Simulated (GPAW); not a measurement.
A self-consistent single point of NaLiZnS2 (P1, 5 atoms in the cell) with GPAW.

Computed with PBEsol, GPAW PAW datasets PBEsol (made by gpaw-setup) (plane waves; GPAW).

The change in words: atoms moved at random. Reference geometry:
```yaml
crystal:
  lattice:
    - [3.98206, 0.00000, 0.00000]
    - [-1.99103, 3.44856, 0.00000]
    - [0.00000, 0.00000, 6.82385]
  atoms:
    - { symbol: Na, position: [0.00000, 0.00000, 0.02616] }
    - { symbol: Li, position: [0.33333, 0.66667, 0.35665] }
    - { symbol: Zn, position: [0.66667, 0.33333, 0.61163] }
    - { symbol: S, position: [0.33333, 0.66667, 0.73381] }
    - { symbol: S, position: [0.66667, 0.33333, 0.27174] }
```

Reference input (self-consistent single point, DFT PBEsol, plane waves, GPAW PAW datasets PBEsol (made by gpaw-setup)): mode = pw; ecut = 850 eV; xc = PBEsol; kpts = 10 10 5; mesh shift (steps) = 0 0 0; occupations.name = fixed-uniform; nbands = -8; convergence.density = 1e-05 e/electron; convergence.energy = 1e-05 eV/electron; convergence.bands = -6; symmetry.symmorphic = false; symmetry.tolerance = 0.0005. This run's input differs from it in these lines:

```diff
@@ -8,7 +8,7 @@
                     [0.000000, 0.000000, 6.823850]],
-              scaled_positions=[[0.000000, 0.000000, 0.026160],
-                                [0.333333, 0.666667, 0.356650],
-                                [0.666667, 0.333333, 0.611630],
-                                [0.333333, 0.666667, 0.733810],
-                                [0.666667, 0.333333, 0.271740]],
+              scaled_positions=[[-0.011816, -0.009853, 0.017007],
+                                [0.348325, 0.664904, 0.356875],
+                                [0.668228, 0.321313, 0.608542],
+                                [0.303745, 0.668711, 0.740821],
+                                [0.691518, 0.354925, 0.276745]],
               pbc=True)
```

The program printed (abridged):

```
     iter     time        total  log10-change:
                         energy   eigst   dens
iter:   1 --:--:--   -19.915513   +0.63
iter:   2 --:--:--   -19.851065   -0.19  -1.15
iter:   3 --:--:--   -19.201268   -0.95  -1.18
iter:   4 --:--:--   -19.127048   -1.23  -1.37
iter:   5 --:--:--   -19.120123   -1.72  -1.53
   [... 2 lines left out ...]
iter:   8 --:--:--   -19.081518   -3.38  -2.29
iter:   9 --:--:--   -19.081119   -3.77  -2.57
iter:  10 --:--:--   -19.080492   -4.56  -2.75
iter:  11 --:--:--   -19.080451   -4.84  -3.14
iter:  12 --:--:--   -19.080456c  -5.80  -3.26
iter:  13 --:--:--   -19.080431c  -5.83  -3.31
iter:  14 --:--:--   -19.080398c  -5.30  -3.41
iter:  15 --:--:--   -19.080390c  -5.52  -3.61
iter:  16 --:--:--   -19.080390c  -6.31  -3.83
iter:  17 --:--:--   -19.080388c  -6.38  -3.88
iter:  18 --:--:--   -19.080388c  -7.07  -4.08
iter:  19 --:--:--   -19.080387c  -7.06  -4.13
iter:  20 --:--:--   -19.080387c  -7.68c -4.19
iter:  21 --:--:--   -19.080387c  -7.62c -4.25
iter:  22 --:--:--   -19.080387c  -7.95c -4.36
iter:  23 --:--:--   -19.080387c  -7.79c -4.40
iter:  24 --:--:--   -19.080387c  -8.65c -4.81
iter:  25 --:--:--   -19.080387c  -8.96c -4.98
iter:  26 --:--:--   -19.080387c  -9.84c -5.08c
Converged after 26 iterations.

Dipole moment: (0.713780, -0.044043, -1.325435) |e|*Ang

Energy contributions relative to reference atoms: (reference = -75112.162663)

Kinetic:        +19.999797
Potential:      -18.622850
External:        +0.000000
XC:             -20.616263
Entropy (-ST):   +0.000000
Local:           +0.158928
SIC:             +0.000000
--------------------------
Free energy:    -19.080387
Extrapolated:   -19.080387

Showing only first 2 kpts
 Kpt  Band  Eigenvalues  Occupancy
  0    14      2.20272    2.00000
  0    15      2.35053    2.00000
  0    16      4.05382    0.00000
  0    17      6.98498    0.00000

  1    14      2.17309    2.00000
  1    15      2.32117    2.00000
  1    16      4.39420    0.00000
  1    17      7.13353    0.00000

Fermi level: 3.20217

Gap: 1.703 eV
Transition (v -> c):
   [... lines left out ...]
Energy (eV): -19.080387

Forces in eV/Ang:
  0 Na    0.03038    0.09388    0.11473
  1 Li   -0.09573    0.20850    0.05435
  2 Zn   -0.25002    0.04989    0.28712
  3 S     0.41171    0.00929   -0.27589
  4 S    -0.09651   -0.36121   -0.18023

Stress tensor:
     0.008529    -0.000198    -0.004322
    -0.000198     0.014813    -0.001848
    -0.004322    -0.001848     0.006708
Stress (GPa, Voigt): [ 1.3665  2.3733  1.0748 -0.2961 -0.6924 -0.0317]
```

The run converged in 26 iterations. GPAW prints stress with tension positive. Against the reference run the free energy goes up by 14.8 meV/atom, the pressure goes from -2.03 to -1.60 GPa, the largest force goes from 0.145 to 0.496 eV/Å and the gap on the mesh goes from 1.689 to 1.703 eV.

The starting cell comes from a database of computed structures (which also holds hypothetical and non-ambient phases and stackings), without a prior relaxation at this level. For this run, on top of that: atoms moved at random.

Cost on one core of a shared machine: roughly 7 min.
